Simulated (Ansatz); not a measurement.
The structure below was relaxed with Kohn–Sham DFT with the PBEsol functional, run in Ansatz (a first-principles code) with PAW and 420 eV plane waves, spin-orbit coupling left out, at pressure 7.5 GPa.

```
CELL_PARAMETERS angstrom
      3.84319     0.00000     0.00000
      0.00000     3.84319     0.00000
      0.00000     0.00000     3.84319
ATOMIC_POSITIONS crystal
  Sr 0.00000 0.00000 0.00000
  Ti 0.50000 0.50000 0.50000
  O  0.50000 0.00000 0.50000
  O  0.00000 0.50000 0.50000
  O  0.50000 0.50000 0.00000
```

Task: Find the space group and the Wyckoff positions.

Result: Space group Pm-3m (No. 221); a = b = c = 3.843 Å, α = β = γ = 90.00°

| atom | site | symmetry | x | y | z |
|---|---|---|---|---|---|
| Sr | 1a | m-3m | 0.0000 | 0.0000 | 0.0000 |
| Ti | 1b | m-3m | 0.5000 | 0.5000 | 0.5000 |
| O | 3c | 4/mm.m | 0.0000 | 0.5000 | 0.5000 |

Task: Describe the coordination.

Result: The crystal has 5 atoms in its conventional cell. Cell: a = b = c = 3.8432 Å, α = β = γ = 90.00°. Sr sees 12 O at 2.718 Å (cuboctahedral). Ti has 6 O at 1.922 Å (octahedral). O is surrounded by 2 Ti at 1.922 Å and 4 Sr at 2.718 Å (octahedral). (Neighbours: up to the widest gap in distance over summed covalent radii, below 1.35, at either atom; cation-cation and far metal-metal contacts left out.)

Load acts through the strain it causes; cell and atoms are relaxed under it. Stability against distortions was not tested. No other phases were tried under pressure. The final runs are not spin-polarised. The cell was made from SrTiO$_{3}$ in the cubic perovskite structure (space group Pm-3m, No. 221) by this change: pressure 7.5 GPa. Many cubic perovskites are stable only at high temperature; tilts and polar distortions were not tested.
